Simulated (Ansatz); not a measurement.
## Be, element substitutions

Base system: Be in the bcc (W type) structure (space group Im-3m, No. 229; a = 2.493 Å; a cell from a computed database, its experimental status unchecked).

Each row replaces one element on all its sites; cell and atoms are relaxed.

Calculations: Ansatz (a first-principles code) PBEsol, spin-orbit coupling left out.

| case | shortest interatomic distance | density |
|---|---|---|
| base | 215.9 pm | 1.93 g/cm³ |
| Be → Mg | 308.0 pm | 1.79 g/cm³ |
| Be → Re | 267.2 pm | 21.06 g/cm³ |
| Be → C | 202.8 pm | 3.11 g/cm³ |

Whether these cells are dynamically stable was not tested. As relaxed here, C is a hypothetical phase, not in the database extracts checked. For Mg and Re in this form, whether it has been made was not checked. All final runs are without spin polarisation. This is not the structure that Mg has at room temperature and ambient pressure. This is not the structure that Be has at room temperature and ambient pressure. This is not the structure that Re has at room temperature and ambient pressure.
